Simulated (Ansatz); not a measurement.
**TiP, response to strain**

The reference is TiP (space group P6_3/mmc, No. 194; a = 3.455 Å, c = 11.605 Å). Axes: x lies along a and z along c of the hexagonal cell.

Strains are applied to the cell and any free atomic positions relax; under biaxial strain the out-of-plane vector relaxes too.

All numbers come from Ansatz (a program for electronic structure), PBEsol, PAW, cutoff 420 eV, spin-orbit coupling left out.

Notes on the quantities. pressure: mean of the normal stresses, compression positive.

| change | pressure | volume per atom |
|---|---|---|
| base | 0.0 GPa | 14.99 Å³ |
| biaxial strain +1.23 %, plane normal [001], relaxed out of plane | -2.0 GPa | [?] |
| isotropic strain −1.35 % | [?] | 14.39 Å³ |
| isotropic strain +4.90 % | [?] | 17.31 Å³ |

**Question.** Fill in the withheld entries from the trend.

**Answer.** 
- biaxial strain +1.23 %, plane normal [001], relaxed out of plane, volume per atom: 15.22 Å³
- isotropic strain −1.35 %, pressure: 6.7 GPa
- isotropic strain +4.90 %, pressure: -16.1 GPa

Without a gap, meshes like the base's 16×16×4 leave anisotropic stresses uncertain by several tenths of a GPa, and small strain energies with them. Stability against distortions was not tested. The final runs are not spin-polarised.
